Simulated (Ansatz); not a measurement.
# LiTaO3 (P4/mbm, No. 127, 10 atoms in the cell; start mp-754345; a measured phase of this formula has another space group)

Calculation: PBE0 in Ansatz (PAW).

Run with plane-wave cutoff 460 eV, 4×4×6 k mesh (along the axes of the cell as run), Fermi–Dirac smearing 0.01 eV, scalar-relativistic PAW data made under PBE.

Cell (relaxed with PBEsol):

```cif
data_Li2O6Ta2
_chemical_formula_sum 'Li2 Ta2 O6'
_space_group_name_H-M_alt 'P 1'
_space_group_IT_number 1
_cell_length_a 5.36909
_cell_length_b 5.36909
_cell_length_c 3.91493
_cell_angle_alpha 90.000
_cell_angle_beta 90.000
_cell_angle_gamma 90.000
loop_
_space_group_symop_operation_xyz
  'x, y, z'
loop_
_atom_site_label
_atom_site_type_symbol
_atom_site_fract_x
_atom_site_fract_y
_atom_site_fract_z
_atom_site_occupancy
Li1 Li 0.50000 0.00000 0.50000 1
Li2 Li 0.00000 0.50000 0.50000 1
Ta1 Ta 0.00000 0.00000 0.00000 1
Ta2 Ta 0.50000 0.50000 0.00000 1
O1 O 0.00000 0.00000 0.50000 1
O2 O 0.50000 0.50000 0.50000 1
O3 O 0.67727 0.17727 0.00000 1
O4 O 0.32273 0.82273 0.00000 1
O5 O 0.82273 0.67727 0.00000 1
O6 O 0.17727 0.32273 0.00000 1
```

| Item | Value |
|---|---|
| band gap | 4.64 eV (on the SCF k mesh) |
| smallest direct gap on the k points sampled | 4.96 eV |

Note: cell and atoms aren't relaxed at this level (pressure -0.7 GPa).

Spin–orbit coupling is not included.

Static lattice: no zero-point or thermal effects.

Cost on a shared machine: around 3 core-minutes (rough).

A start named mp-… is a Materials Project structure, which need not be a measured phase.

Ansatz is an electronic-structure program.
